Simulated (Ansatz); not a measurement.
Start from TiN in the rock salt structure (space group Fm-3m, No. 225; a = 4.234 Å; relaxed with 0.1 eV smearing). Axes: x, y, z lie along the cube axes.

The values are results of r2SCAN/PAW in Ansatz (an electronic-structure program), without spin-orbit coupling, earlier PAW set, not measurements.

Before the change:

| Quantity | Result |
|---|---|
| Shortest interatomic distance | 211.7 pm |

The change: strain tensor (xx, yy, zz, yz, xz, xy) = (+1.42, −1.36, −1.87, −0.62, +0.79, −1.18) %, atoms relaxed at fixed cell.

Q: How does this affect the stress, energy relative to the base and shortest interatomic distance?

A: The stress (xx, yy, zz, yz, xz, xy; compression positive) amounts to (-3.8, 10.0, 12.9, 2.4, -2.9, 4.2) GPa; the energy rises by 18 meV/atom; the shortest interatomic distance decreases by 3.95 pm, from 211.7 pm to 207.7 pm.

No phonon test of stability was made. All final runs are without spin polarisation. An odd electron count without spin: TiN.
